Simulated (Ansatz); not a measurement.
Consider this model of amorphous silicon carbide (Si$_{24}$C$_{40}$).

```
C5Si3
1.0
    8.78551    -0.07928     0.13436
   -0.07928     8.67689    -0.33842
    0.13436    -0.33842     8.43217
Si C
24 40
Cartesian
  7.20577   6.45057   5.00107
  7.56418  -0.32545   6.57142
  8.08105   2.39802   8.30020
  6.62831   0.44854   1.93452
  0.29542   7.78069  -0.29147
  1.49712   2.53882   6.09501
  7.67772   0.94808   4.70614
  1.45254   6.15797   5.84223
  5.14005   3.86245   4.14599
  6.20731   3.64585   1.97645
  4.93957   0.99442   4.73855
  4.10885   1.93536   0.97105
  1.86166   1.57639   0.58448
  6.96781   6.20308   0.83518
  8.10991   3.26171   5.11431
  3.39149   0.22256   6.69882
  4.73431   6.15685   6.54096
  6.16438   2.32069   6.71267
  0.46231   8.15424   2.12447
  2.02045   8.43586   4.29648
  8.49242   5.09823   3.61581
  2.76655   5.15950   2.77971
  8.56579   2.49066   2.74333
  5.36111   8.24595   7.34490
  3.71250   3.01564   7.10315
  6.35620   3.88814   5.64496
  0.47959   0.00910   7.11905
  2.93069   5.83269   0.94965
  4.36238   5.39289   0.88732
  3.79625   8.15973   4.66711
  4.38320   5.65216   3.72142
  4.78614   2.84939   8.02028
  0.21982   4.27190   0.78925
  0.36151   1.06492   3.41511
  1.05866   7.15620   3.44215
  5.28421   6.42996   2.88062
  2.65234   3.98197   7.08215
  5.03349   0.29611   1.06793
  0.09455   5.62745   7.26389
  4.99746   4.18329   0.60402
  6.28471   0.10036   3.76232
  7.85868   4.84863   1.85424
  2.89375   5.46109   6.78003
  2.32477   5.04840   8.14956
  2.58846   2.44177   3.60598
  7.20529   2.14578   1.54894
  6.43112   5.26218   6.32064
  0.74888   5.27293  -0.16998
  1.77306   8.28787   0.75384
  2.98256   7.39169   0.95380
  7.40008   5.37081   7.48068
  3.39443   2.06966   6.02587
  0.77511   1.43811   7.55340
  1.64580   1.45753   4.10363
  1.40129   5.79711   3.92000
  7.78807   7.83311   1.14242
  5.17046   6.50285   1.43277
  3.81039   2.50176   4.49518
  1.18703   3.19609   1.59734
  2.36033   3.38567   2.58531
  1.56085   8.07065   6.05870
  4.55200   6.87315   4.74121
  5.93055   7.30004   3.80944
  4.29450   7.73087   1.06755
```

Methods: PBE, scalar-relativistic without spin-orbit coupling (Ansatz, a program for electronic structure); r2SCAN, scalar-relativistic without spin-orbit coupling (Ansatz). Neutral PBE cell, which sets geometry, pressure and energy: sampling: a 2×2×2 Γ-centred mesh; Fermi-Dirac width 0.05 eV; no spin polarisation.

Preparation: random packing, a CHGNet melt and quench, and a DFT relaxation. The hot cell started wider than the set density and was brought back towards it in steps. It is the lowest in DFT energy of 2 quenches. It is a model cell: composition and starting density were chosen by hand, and all elements were melted together. No dispersion term was used. A short ab initio anneal came between quench and relaxation. The quench was far faster than any real one, so the model tends to hold more defects than a real film. A cell of this size samples the disorder only roughly. The volume was held where the preparation left it and the shape relaxed.

Task: Give the pressure, the energy against reference phases and the spacing of the highest filled and lowest empty levels.

Result: 
* **Pressure on a 2×2×2 Γ-centred mesh**: 64.8 kbar
* **Largest force and stress component on that mesh (the relaxation ran on one k-point at (1/4, 1/4, 1/4))**: 0.22 eV/Å and 7.0 GPa
* **Energy relative to 6H silicon carbide + graphite (lowest mix at this level among the phases computed, not always the ambient ones)**: 0.703 eV/atom
* **Level gap on a 2×2×2 Γ-centred mesh (PBE)**: 0.18 eV
* **Level gap at the zone centre (PBE)**: 0.25 eV
* **Level spacing at the Fermi energy at the zone centre (r2SCAN, a state with unpaired spins)**: 0.38 eV
* **Distance between the nearest levels spread over more than a fifth of the atoms or a third of the atoms of their main element (six at least) (PBE, zone centre)**: 0.35 eV

Task: At PBE and the zone centre, how localised are the states just below and above the Fermi level (participation number: the atoms over which a state spreads)?

Result: The highest filled state is spread over 29.7 atoms' worth, largest on C25, with weights by element (charge in smoothed Voronoi cells) C 0.66, Si 0.34. The lowest empty state is spread over 11.0 atoms' worth, largest on C36, with weights by element (charge in smoothed Voronoi cells) C 0.71, Si 0.29.

At PBE the levels at the empty edge of the gap are localised (band-tail or defect states). So small a spacing is near the smearing width and the bands' dispersion over the mesh, so it is a value of this cell and mesh.

Bonds are counted up to Si-Si 2.56 Å, Si-C 2.18 Å, C-C 1.83 Å.

A PBE run started with 1 μB on atoms that lack a bond or may hold spare charge lost its moments; other starts weren't tried.
